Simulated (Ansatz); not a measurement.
CsCl-type FeAl was calculated with LDA (PAW; Ansatz, a program for electronic structure).

Numerical settings: plane-wave cutoff 520 eV, 22×22×22 k mesh, Fermi–Dirac smearing 0.035 eV (set by the program), no spin polarisation, scalar-relativistic PAW data made under PBE.

Computed at the level's own relaxed cell.

```xyz
2
Lattice="2.8115 0.0000 0.0000 0.0000 2.8115 0.0000 0.0000 0.0000 2.8115" Properties=species:S:1:pos:R:3 pbc="T T T"
Al     1.4058     1.4058     1.4058
Fe     0.0000     0.0000     0.0000
```

Question: Give the elastic tensor (Voigt notation, GPa, ions relaxed, in the Cartesian axes of the cell as printed).

Answer: 
```
  308.4   156.8   156.8     0.0     0.0     0.0
  156.8   308.4   156.8     0.0     0.0     0.0
  156.8   156.8   308.4     0.0     0.0     0.0
    0.0     0.0     0.0   163.6     0.0     0.0
    0.0     0.0     0.0     0.0   163.6     0.0
    0.0     0.0     0.0     0.0     0.0   163.6
```
